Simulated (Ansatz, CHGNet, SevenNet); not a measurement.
# Enthalpy of formation of TiSi2 (Cmcm, No. 63, 6 atoms in the cell; start mp-1077503; a measured phase of this formula has another space group) at several levels of theory

No measured value is used here.

```json
[
 {"level (code)": "CHGNet-r²SCAN", "value (eV/atom)": "-0.580"},
 {"level (code)": "SevenNet-0", "value (eV/atom)": "-0.599"},
 {"level (code)": "SevenNet-l3i5", "value (eV/atom)": "-0.578"},
 {"level (code)": "LDA (Ansatz)", "value (eV/atom)": "-0.680"},
 {"level (code)": "PBE-D4 (Ansatz)", "value (eV/atom)": "-0.673"}
]
```

CHGNet-r²SCAN, SevenNet-0, SevenNet-l3i5, LDA, PBE-D4: the relaxation could not lower the start's symmetry, so the cell can be a saddle point above a distorted one. Each level is taken at its own relaxed cell. Ansatz's density-functional and Hartree–Fock values are scalar-relativistic unless marked +SOC, with PAW data made under PBE.

Machine-learned potentials (CHGNet-r²SCAN, SevenNet-0, SevenNet-l3i5) are trained on DFT data: a solid inside that data is no test of them.

A start named mp-… is a Materials Project structure, which need not be a measured phase.

Ansatz is a quantum-chemistry and plane-wave program.
